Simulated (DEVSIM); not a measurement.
Device: illuminated Si n-on-p cell, one wavelength, at 300 K.

| layer (left to right) | material | thickness (μm) | Nd (cm⁻³) | Na (cm⁻³) | τn (s) | τp (s) | absorption coefficient (cm⁻¹) |
|---|---|---|---|---|---|---|---|
| 1 | Si | 0.730 | 1.6e18 | - | 6.7e-5 | 5.5e-5 | 23000 |
| 2 | Si | 41.0 | - | 2e17 | 0.00042 | 0.00042 | 23000 |

Left contact: ohmic, minority hole recombination velocity 30000 cm/s. Right contact: ohmic, minority electron recombination velocity 20 cm/s. Voltage is applied to the left contact. Recombination: SRH at mid-gap, radiative, Auger. Light enters at the left, 5.2e16 photons cm⁻² s⁻¹, one pass, no reflection. Mobility is μmin + (μ − μmin)/(1 + (N/Nref)^α).

The device is made up for the run: typed textbook-type constants, with dimensions and the other settings drawn at random. Values at 300 K.

```
parameter           Si
-------------  -------
gap (eV)         1.124
affinity (eV)     4.05
permittivity      11.7
Nc (cm⁻³)      2.86e19
Nv (cm⁻³)       3.1e19
μn (cm²/Vs)       1417
μp (cm²/Vs)        470
μn,min              52
μp,min              45
Nref,n          9.7e16
Nref,p          2.2e17
αn                0.68
αp                0.72
B (cm³/s)      4.7e-15
Cn (cm⁶/s)     2.8e-31
Cp (cm⁶/s)     9.9e-32
```

Simulated with DEVSIM: 1D drift-diffusion, Boltzmann statistics, complete ionisation; no tunnelling, impact ionisation, image-force lowering or self-heating.

Base results: largest power (mW/cm²) 3.44; short-circuit current (mA/cm²) 6.63; dark forward voltage at 100 A/cm² (V) 0.895; dark forward voltage at 1 A/cm² (V) 0.755.

### Question
What follows from this one change: recombination velocity at the left contact 30000 → 1e+07 cm/s?

### Answer
largest power 3.44 → 1.98 mW/cm²; short-circuit current 6.63 → 4.09 mA/cm²; dark forward voltage at 100 A/cm² 0.895 → 0.880 V; dark forward voltage at 1 A/cm² 0.755 → 0.731 V.

### Question
What follows from this one change: doping Nd of layer 1 1.6e+18 → 4.8e+16 cm^-3?

### Answer
largest power 3.44 → 3.29 mW/cm²; short-circuit current 6.63 → 7.71 mA/cm²; dark forward voltage at 100 A/cm² 0.895 → 0.823 V; dark forward voltage at 1 A/cm² 0.755 → 0.657 V.

### Question
What follows from this one change: recombination velocity at the right contact 20 → 10000 cm/s?

### Answer
largest power 3.44 → 3.31 mW/cm²; short-circuit current little changed (6.62 mA/cm²); dark forward voltage at 100 A/cm² 0.895 → 0.869 V; dark forward voltage at 1 A/cm² 0.755 → 0.735 V.
